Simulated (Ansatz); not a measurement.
Relaxation of the outer planes of the (110) surface of fcc Al in its 1x1 cell, outermost plane spacing 1.43 Å in the ideal cut.

The numbers are results of PBE (plane waves to 420 eV, PAW; Ansatz, an electronic-structure program), not measurements.

Slab: 9 atoms, 11.4 Å thick at the start; k 13x9x1, smearing 0.1 eV, dipole-corrected; all atoms relaxed; symmetry of the start imposed; no spin, no spin-orbit, no U.

```csv
plane,atoms,bulk spacing to the next (Å),relaxed spacing (Å),change (%),rumpling (Å)
1,Al,1.429,1.340,-6.3,0.00
2,Al,1.429,1.476,3.3,0.00
```
